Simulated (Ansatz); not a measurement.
## Al2O3: energy against strain

Al2O3 (corundum, R-3c, 8.323 Å³/atom and stress up to 0.01 GPa in the relaxed cell, c along z) under an equal strain ε in the (0001) plane with the normal axis free, as in a coherent film. LDA in Ansatz, a plane-wave DFT program (PAW, default set), 420 eV, 9×9×9 Γ-centred mesh, Fermi-Dirac smearing 0.05 eV; ions are relaxed, or left where forces stay under 0.02 eV/Å, within the symmetry of each cell.

Here s stands for strain and y for E less E0.

| strain (%) | E less E0 (meV/atom) |
|---|---|
| -3.00 | ? |
| -1.50 | 7.15 |
| -0.75 | 1.78 |
| 0.00 | 0.00 |
| 0.75 | 1.73 |
| 1.50 | 6.76 |

Taking a parabola for y over the 5 complete rows: Least squares gives y = 0.011 - 0.1107·s + 3.0870·s². Residuals (row less fit): 0.027, -0.050, -0.011, 0.066, -0.031; standard error 0.066 (degrees of freedom: 2). The quadratic coefficient over the volume, 3.0870 meV × 10⁴ × 0.1602 / 8.323 Å³, is the biaxial elastic modulus of this plane = 594 ± 6 GPa (± standard error of the fit, which holds the terms cut off).

**Question.** What does the fit predict for y at s = -3.00, and how far is the calculated value from it?

**Answer.** y = 0.011 - 0.1107 × (-3.00) + 3.0870 × (-3.00)² = 28.126 meV/atom. The calculation gives 29.44 meV/atom, 1.314 meV/atom above the prediction (4.5 % of the range of y in the table). The row lies outside the fitted rows, so this is an extrapolation. From the scatter of the fitted rows alone, a prediction at this place has a standard error of 0.270 meV/atom, so the miss is 4.9 times that.

A polynomial of degree 3 through the 8 other runs of the series gives 29.40 there, so most of the miss is curvature that the fit leaves out. Rows are the converged runs of the series near zero and its far end; series whose fitted rows scatter by over a few per cent of the range, as at a crossing or softening among them, aren't shown in this form, nor equations of state whose B0' disagrees with the runs' pressures. Most that stay on the fit to the last digits aren't either.
